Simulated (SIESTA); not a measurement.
A self-consistent single point of LiMg₆Zn (Amm2, 8 atoms in the cell) with SIESTA

Computed with GGA PBEsol, numerical atomic orbitals TZP, PseudoDojo PBEsol standard norm-conserving potentials (rewritten from UPF to PSML) (SIESTA).

The input file:

```
# files in the folder: Li.psml Mg.psml Zn.psml (PseudoDojo PBEsol standard)
SystemName  LiMg6Zn
SystemLabel limg6zn

NumberOfAtoms                8
NumberOfSpecies              3
%block ChemicalSpeciesLabel
  1 3 Li
  2 12 Mg
  3 30 Zn
%endblock ChemicalSpeciesLabel
LatticeConstant              1.0 Ang
%block LatticeVectors
     5.039700000    0.000000000    0.000000000
     0.000000000    3.140920000    5.375135000
     0.000000000   -3.140920000    5.375135000
%endblock LatticeVectors
AtomicCoordinatesFormat      Bohr
%block AtomicCoordinatesAndAtomicSpecies
     4.761826375   -0.000000000    6.763698096  1
     4.761826375   -2.984714758   11.861357624  2
     4.761826375    2.984714758   11.861357624  2
     0.000000000   -2.984596049    8.404749133  2
     0.000000000    2.984596049    8.404749133  2
     0.000000000    0.000000000   13.601546183  2
     0.000000000   -0.000000000    3.426135892  2
     4.761826375   -0.000000000   16.936670579  3
%endblock AtomicCoordinatesAndAtomicSpecies

XC.functional                GGA
XC.authors                   PBEsol
PAO.BasisSize                TZP
PAO.EnergyShift              0.01 Ry
PAO.Polarization.NonPerturbative true
MeshCutoff                   300 Ry
%block kgrid.MonkhorstPack
    5   0   0  0.0
    0   5   0  0.0
    0   0   5  0.0
%endblock kgrid.MonkhorstPack
OccupationFunction           FD
ElectronicTemperature        100.0 meV

MaxSCFIterations             150
SCF.Mixer.Method             Broyden
SCF.Mixer.Weight             0.25
SCF.Mixer.History            6
SCF.DM.Tolerance             1.0E-04
Diag.ParallelOverK           true
WriteForces                  true
Charge.Mulliken              end
```

The program printed (abridged):

```
reinit: Reading from file input.fdf

reinit: System Name: LiMg6Zn
reinit: System Label: limg6zn

coor:   Atomic-coordinates input format  =     Cartesian coordinates
coor:                                            (in Bohr units)

siesta: Atomic coordinates (Bohr) and species
siesta:      4.76183  -0.00000   6.76370  1        1
siesta:      4.76183  -2.98471  11.86136  2        2
siesta:      4.76183   2.98471  11.86136  2        3
siesta:      0.00000  -2.98460   8.40475  2        4
siesta:      0.00000   2.98460   8.40475  2        5
siesta:      0.00000   0.00000  13.60155  2        6
siesta:      0.00000  -0.00000   3.42614  2        7
siesta:      4.76183  -0.00000  16.93667  3        8

siesta: System type = bulk

initatomlists: Number of atoms, orbitals, and projectors:      8    92    74

siesta: ******************** Simulation parameters ****************************
redata: Spin configuration                          = none
redata: Time-Reversal Symmetry                      = T
redata: Number of Atomic Species                    =        3
redata: Mesh Cutoff                                 =   300.0000 Ry
redata: Net charge of the system                    =     0.0000 |e|
redata: Min. number of SCF Iter                     =        0
redata: Max. number of SCF Iter                     =      150
redata: SCF convergence failure will abort job
redata: SCF mix quantity                            = Hamiltonian
redata: Mix DM or H after convergence               =   F
redata: Recompute H after scf cycle                 =   F
redata: Mix DM in first SCF step                    =   T
redata: No kicks to SCF
redata: DM Mixing Weight for Kicks                  =     0.5000
redata: Require Harris convergence for SCF          =   F
redata: Harris energy tolerance for SCF             =     0.000100 eV
redata: Require DM convergence for SCF              =   T
   [... lines left out ...]
diag: Parallel distribution                         =     1 x     1
diag: Used triangular part                          = Lower
diag: Absolute tolerance                            =  0.100E-15
diag: Orthogonalization factor                      =  0.100E-05
diag: Memory factor                                 =  1.0000

superc: Internal auxiliary supercell:     5 x     5 x     5  =     125
superc: Number of atoms, orbitals, and projectors:   1000  11500   9250

                        Single-point calculation

superc: Internal auxiliary supercell:     5 x     5 x     5  =     125
superc: Number of atoms, orbitals, and projectors:   1000  11500   9250

outcell: Unit cell vectors (Ang):
        5.039700    0.000000    0.000000
        0.000000    3.140920    5.375135
        0.000000   -3.140920    5.375135

outcell: Cell vector modules (Ang)   :    5.039700    6.225549    6.225549
outcell: Cell angles (23,13,12) (deg):     60.5991     90.0000     90.0000
outcell: Cell volume (Ang**3)        :    170.1692
new_DM -- step:     1
Initializing Density Matrix...

Attempting to read DM from file... Failed...
DM filled with atomic data:

InitMesh: MESH = 54 x 60 x 60 = 194400
InitMesh: Mesh cutoff (required, used) =   300.000   317.307 Ry

stepf: Fermi-Dirac step function
        iscf     Eharris(eV)        E_KS(eV)     FreeEng(eV)     dDmax    Ef(eV) dHmax(eV)
   scf:    1   -14531.669157   -15220.377890   -15220.619671  5.396153 -1.411336135.523206
   scf:    2   -15363.102630   -15519.954208   -15520.046106  2.922047 -3.154099 50.664456
   scf:    3   -15563.406409   -15543.956689   -15544.008391  1.194123 -3.172262 29.558988
   scf:    4   -15559.630493   -15553.592278   -15553.656087  0.755907 -3.078201  9.336038
   scf:    5   -15555.085201   -15554.535227   -15554.601830  0.269212 -3.063404  1.251791
   scf:    6   -15554.023882   -15554.390337   -15554.460152  0.149113 -3.056354  3.976897
   [... 2 lines left out ...]
   scf:    9   -15554.568601   -15554.568526   -15554.636380  0.002896 -3.080365  0.046439
   scf:   10   -15554.568512   -15554.568527   -15554.636421  0.002198 -3.081013  0.005543
   scf:   11   -15554.568518   -15554.568523   -15554.636423  0.000415 -3.081437  0.003491
   scf:   12   -15554.568524   -15554.568524   -15554.636423  0.000099 -3.081603  0.001495
   scf:   13   -15554.568524   -15554.568524   -15554.636423  0.000042 -3.081674  0.000843
SCF Convergence by DM+H criterion
max |DM_out - DM_in|         :     0.0000422343
max |H_out - H_in|      (eV) :     0.0008434414
SCF cycle converged after 13 iterations

Using DM_out to compute the final energy and forces

siesta: E_KS(eV) =           -15554.5685

siesta: E_KS - E_eggbox =    -15554.5685

siesta: Atomic forces (eV/Ang):
     1    0.000000    0.000000    0.022639
     2   -0.000000    0.063184   -0.015207
     3   -0.000000   -0.063184   -0.015207
     4   -0.000000   -0.112262    0.061557
     5   -0.000000    0.112262    0.061557
     6   -0.000000   -0.000000   -0.014474
     7    0.000000    0.000000   -0.158647
     8    0.000000    0.000000    0.004779
   Tot    0.000000   -0.000000   -0.053004
   Max    0.158647
   Res    0.052893    sqrt( Sum f_i^2 / 3N )
   Max    0.158647    constrained

Stress tensor Voigt[x,y,z,yz,xz,xy] (kbar):       -1.41       17.93       12.37        0.00       -0.00        0.00
(Free)E + p*V (eV/cell)   -15555.6595
Target enthalpy (eV/cell)   -15554.6364

siesta: Program's energy decomposition (eV):
siesta: Ebs     =     -3673.157312
siesta: Eions   =     18500.798151
siesta: Ena     =       977.615624
siesta: Ekin    =      8161.647574
siesta: Enl     =     -4372.765574
siesta: Eso     =         0.000000
siesta: Edftu   =         0.000000
siesta: DEna    =        91.275474
siesta: DUscf   =         5.319617
siesta: DUext   =         0.000000
siesta: Ex      =     -1801.870663
siesta: Ec      =      -114.992425
siesta: Exc     =     -1916.863088
siesta: Eharris =    -15554.568524
siesta: Etot    =    -15554.568524
siesta: FreeEng =    -15554.636423

siesta: Atomic forces (eV/Ang):
siesta:      1    0.000000    0.000000    0.022639
siesta:      2   -0.000000    0.063184   -0.015207
siesta:      3   -0.000000   -0.063184   -0.015207
siesta:      4   -0.000000   -0.112262    0.061557
siesta:      5   -0.000000    0.112262    0.061557
siesta:      6   -0.000000   -0.000000   -0.014474
siesta:      7    0.000000    0.000000   -0.158647
siesta:      8    0.000000    0.000000    0.004779
siesta: ----------------------------------------
   [... lines left out ...]
siesta: Cell volume =        170.169190 Ang**3
siesta:          -9.63263869        -11.29168047  kBar
   [... lines left out ...]
Atom  Qatom  Qorb
               1s      2s      2s      2s      2py     2pz     2px
   1  3.553   2.032   0.380  -0.874   1.150   0.366   0.258   0.240

Species: Mg
Atom  Qatom  Qorb
               2s      3s      3s      3s      2py     2pz     2px     3py
               3pz     3px
   2  9.926   1.995   0.979  -0.508   0.473   2.017   2.015   2.018   0.329
              0.343   0.264
   3  9.926   1.995   0.979  -0.508   0.473   2.017   2.015   2.018   0.329
   [... 9 lines left out ...]

Species: Zn
Atom  Qatom  Qorb
               3s      4s      4s      4s      3py     3pz     3px     4py
               4pz     4px     3dxy    3dyz    3dz2    3dxz    3dx2-y2 3dxy
               3dyz    3dz2    3dxz    3dx2-y2 3dxy    3dyz    3dz2    3dxz
               3dx2-y2
   8 19.229   1.998   1.066  -0.823   0.620   2.004   2.005   2.005   0.168
              0.163   0.181   1.886   1.879   1.907   1.897   1.922   0.018

              0.020   0.022   0.019   0.023   0.063   0.066   0.040   0.052

              0.026

mulliken: Qtot =       83.000

Mulliken Atomic Populations:
Atom #   charge [q] valence [e]  Species
     1    -0.552803    3.552803  Li
     2     0.074475    9.925525  Mg
     3     0.074475    9.925525  Mg
     4     0.009196    9.990804  Mg
     5     0.009196    9.990804  Mg
     6    -0.256003   10.256003  Mg
     7    -0.129734   10.129734  Mg
     8     0.771197   19.228803  Zn
 Total    -0.000000
```

The run converged in 13 iterations.

The starting cell comes from a database of computed structures (which also holds hypothetical and non-ambient phases and stackings), without a prior relaxation at this level. Values carry the incompleteness of an atom-centred basis.

Cost on one core of a shared machine: roughly 40 s.
